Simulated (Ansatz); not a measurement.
Input and output of a relaxation of cell and atoms for HfC (Fm-3m, 2 atoms in the cell) (Ansatz, a quantum-chemistry and plane-wave program).

Method: LDA (PW92), default PAW files made with PBE (plane waves; Ansatz).

The change in words: atoms on their sites; basis.ecutwfc: 420 eV → 250 eV; relax: default → cell and atoms. Reference geometry:
```
HfC
1.0
    0.00000     2.33160     2.33160
    2.33160     0.00000     2.33160
    2.33160     2.33160     0.00000
Hf C
1 1
Direct
  0.01072   0.01072   0.98928
  0.50000   0.50000   0.50000
```

Reference input (self-consistent single point, DFT, LDA (PW92), plane waves, default PAW files made with PBE): basis.ecutwfc = 420 eV; kpoints.mp_grid.grid = 12 12 12; hamiltonian.xc = lda; hamiltonian.pseudopotentials = {kind: paw} (the program's default PAW files); scf.occupations.method = fermi_dirac; scf.occupations.width = 0.1 eV. This run's input differs from it in these lines:

Ansatz 0.2 input:
```diff
@@ -6,6 +6,6 @@
   atoms:
-    - { symbol: Hf, position: [0.010722, 0.010722, -0.010722] }
+    - { symbol: Hf, position: [0.000000, 0.000000, 0.000000] }
     - { symbol: C, position: [0.500000, 0.500000, 0.500000] }
 basis:
-  ecutwfc: 420.0
+  ecutwfc: 250.0
 kpoints:
@@ -17,2 +17,4 @@
   occupations: { method: fermi_dirac, width: 0.1 }
+relax:
+  cell: {}
 output:
```

Log, with long lists cut:

```
   [... SCF lines of the steps left out ...]
relax step   1: F+E_penalty+E_count = -15720.32032140 eV  Δ(F+E_penalty+E_count) = +0.000e0 eV  max|allowed force component| = 1.085e-30 eV/Å  Δτ_max = 0.0000 Å  P = -14.283 GPa  Ω = 25.351 Å³  (7 SCF iters, dr2 threshold 1.00e-7 eV, accepted)
relax step   2: F+E_penalty+E_count = -15721.06353075 eV  Δ(F+E_penalty+E_count) = -7.432e-1 eV  max|allowed force component| = 1.167e-30 eV/Å  Δτ_max = 0.0000 Å  P = +39.511 GPa  Ω = 22.682 Å³  energy of the carried Pulay correction = +9.317e-1 eV  [...]
   [... lines left out ...]
relax step 119: F+E_penalty+E_count = -15720.38640720 eV  Δ(F+E_penalty+E_count) = +1.136e-3 eV  max|allowed force component| = 3.788e-30 eV/Å  Δτ_max = 0.0000 Å  P = -0.000 GPa  Ω = 23.902 Å³  energy of the carried Pulay correction = -1.137e-3 eV  [...]
relax step 120: F+E_penalty+E_count = -15720.39409874 eV  Δ(F+E_penalty+E_count) = -7.692e-3 eV  max|allowed force component| = 2.671e-30 eV/Å  Δτ_max = 0.0000 Å  P = -0.069 GPa  Ω = 23.902 Å³  stress off target by 6.89e-2 GPa  SCF on the basis [...]
basis re-selected at this cell: Δ(F+E_penalty+E_count) = -7.692e-3 eV, ΔP = -0.069 GPa vs the last step
   [... lines left out ...]
Free energy (F): -15720.394099 eV
Fermi energy:    20.880012 eV
Error: variable-cell relaxation did not converge after 120 `relax_step` rows, as none of its last 58 fresh-basis SCF(s) at a relaxed cell met both thresholds with a finite energy. The last misses `relax.cell.stress_tol`: largest allowed force component 2.67e-30 eV/Å (`relax.f_tol` 1.00e-2 eV/Å), stress off the target on the free part of the cell 6.89e-2 GPa (`relax.cell.stress_tol` 5.00e-2 GPa), F+E_penalty+E_count -15720.39409874 eV. The closest is row 16, whose structure comes with this error. Larger ratio of force or stress to its threshold at each such SCF whose figures are numbers: 146.577, 40.610, 8.589, 4.036, 2.051, 1.039, 1.727, 1.378, 1.479, 1.314, 1.418, 1.352, 1.394, [...]
   [... lines left out ...]
to start a new deck from the relaxed geometry:
  cell:  # Å, volume = 23.8998 Å³
    - [5.1722004013690686e-33, 2.286236599045679, 2.286236599045679]
    - [2.286236599045679, -1.633026900153027e-32, 2.286236599045679]
    - [2.286236599045679, 2.286236599045679, -8.713086176251457e-33]
  atoms:
    - { symbol: Hf, position: [4.1499918458525355e-47, -3.9464050331435053e-47, -4.1139209090662507e-47] }
    - { symbol: C, position: [0.5, 0.5, 0.5] }
```

The relaxation ended unconverged. 

The starting cell has typed, rounded lattice constants, without a prior relaxation at this level. Its lattice was rescaled by up to half a per cent. The cutoff lies below the one recommended for these files.

Cost on one core of a shared machine: roughly 80 s.
